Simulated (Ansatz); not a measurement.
Consider B (space group I4_132, No. 214; a = 4.633 Å; a hypothetical phase, not in the database extracts checked).

Now apply this change: hydrostatic tension (pressure −1 GPa).

Levels (all Ansatz, a first-principles code, PAW): PBEsol (420 eV, no spin-orbit coupling); HSE06 (420 eV, no spin-orbit coupling).

The geometry is relaxed with PBEsol.

| Property | Result |
|---|---|
| PBEsol lowest conduction level above the VBM at special points | Γ 1.44 eV; N 2.81 eV; P 3.35 eV |

With HSE06 at the same geometry, the lowest conduction level above the VBM at special points becomes Γ 2.48 eV; N 3.76 eV; P 4.52 eV (PBEsol: Γ 1.44 eV; N 2.81 eV; P 3.35 eV).

Single points use the geometry relaxed with PBEsol. The hybrid gap comes from the SCF mesh plus the semilocal run's edge points and a few special points and is an upper bound. The levels and masses belong to the bands next to the band gap. Load acts through the strain it causes; cell and atoms are relaxed under it. Stability against distortions was not tested.
